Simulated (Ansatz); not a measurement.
# KBr: 5 layers

Start from KBr in the rock salt structure (space group Fm-3m, No. 225; a = 6.608 Å). Axes: x, y, z lie along the cube axes.

One thing is altered: a free-standing slab of 5 layers (10 atoms, 2 a layer) is cut normal to the z axis, with 15 Å of vacuum and the in-plane cell held at bulk.

Level of theory: plane-wave PAW DFT at the r2SCAN level (Ansatz, a quantum-chemistry and plane-wave program, 500 eV), no spin-orbit coupling. k-mesh 7×7×1 (Γ-centred); smearing 0.05 eV (Fermi–Dirac), for the changed cell.

The layer's space group (with vacuum) is P4/mmm (No. 123) and the shortest interatomic distance shrinks by 0.036 Å, from 3.304 Å to 3.268 Å. The band gap rises by 0.04 eV (5.07 eV → 5.11 eV) and the gap character comes out as direct at Γ. The valence-band top at Γ (three highest levels, from the VBM) changes from 0.00, 0.00, 0.00 eV to 0.00, 0.00, -0.02 eV and the excess energy per area of both faces (slab less bulk energy over the cell's area: twice a surface energy) is 0.27 J/m². The change of the spacing d23 from its bulk value of 3.304 Å is +0.1 %.

Final structure:

```
CELL_PARAMETERS angstrom
      4.67272     0.00000     0.00000
      0.00000     4.67272     0.00000
      0.00000     0.00000    28.21644
ATOMIC_POSITIONS crystal
  Br 0.25000 0.75000 0.26537
  K  0.75000 0.25000 0.26721
  Br 0.75000 0.25000 0.38304
  K  0.25000 0.75000 0.38257
  Br 0.25000 0.75000 0.50000
  K  0.75000 0.25000 0.50000
  Br 0.75000 0.25000 0.61696
  K  0.25000 0.75000 0.61743
  Br 0.25000 0.75000 0.73463
  K  0.75000 0.25000 0.73279
```

Slab and bulk use different k-meshes, which limits the precision of the excess energy. Stability against distortions was not tested. Labels are those of the standard path for the cell's own space group.
